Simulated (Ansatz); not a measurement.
Start from AlCo in the CsCl type structure (space group Pm-3m, No. 221; a = 2.8521 Å; non-magnetic).

(Cell as relaxed with PBE.)

Levels (all Ansatz, a first-principles code, PAW): PBE (420 eV, no spin-orbit coupling); r2SCAN (500 eV, no spin-orbit coupling).

Each level relaxes its own structure.

```json
[
 {"quantity": "volume per atom", "PBE": "11.60 Å³", "r2SCAN": "…"},
 {"quantity": "lattice parameter a", "PBE": "2.852 Å", "r2SCAN": "…"},
 {"quantity": "band gap", "PBE": "zero", "r2SCAN": "…"},
 {"quantity": "magnetic state", "PBE": "non-magnetic", "r2SCAN": "…"},
 {"quantity": "largest site moment", "PBE": "0.00 μB", "r2SCAN": "…"}
]
```

Problem. Given the PBE results, estimate those of r2SCAN.

Solution. 
- volume per atom, r2SCAN: 11.26 Å³
- lattice parameter a, r2SCAN: 2.824 Å
- band gap, r2SCAN: zero
- magnetic state, r2SCAN: weakly magnetic (sensitive to the mesh)
- largest site moment, r2SCAN: 0.13 μB

PBE's volume per atom lies 0.34 Å³ above r2SCAN's (3.0 %); PBE's lattice parameter a lies 0.028 Å above r2SCAN's (1.0 %); they disagree on the magnetic state; PBE's largest site moment lies 0.13 μB below r2SCAN's; the two agree on the band gap. Neither level is exact; r2SCAN is the comparison here, not a measurement.

Other magnetic orders, which the real material may have, were not ruled out. No phonon test of stability was made. Starting moments died away, wholly or in part, for the base; another magnetic solution may exist. Spin-polarised in the final run: r2SCAN base; the other runs are not.
